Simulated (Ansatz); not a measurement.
The starting structures come from a database of crystals and need not be the phases stable at ambient conditions.

By PBEsol, the system below comes out a metal.

A figure of merit of an interconnect metal is its ballistic conductance per area.

Given:

```
Al3Pt2
1.0
    4.20714     0.00000     0.00000
   -2.10357     3.64349     0.00000
    0.00000     0.00000     5.18896
Al Pt
3 2
Direct
  0.00000   0.00000   0.00000
  0.33333   0.66667   0.64683
  0.66667   0.33333   0.35317
  0.33333   0.66667   0.16613
  0.66667   0.33333   0.83387
```

Space group of this cell: P-3m1. The cell is taken as given.

The current flows along the normal of the first two printed cell vectors, the (001) plane of the conventional cell. No spin-orbit coupling; the value is a mean over 0.1 eV about the Fermi level.

Estimate the ballistic conductance per area that PBEsol (Ansatz, an electronic-structure program) returns for this system.

0.33 × 10¹⁵ S/m² for both spins.
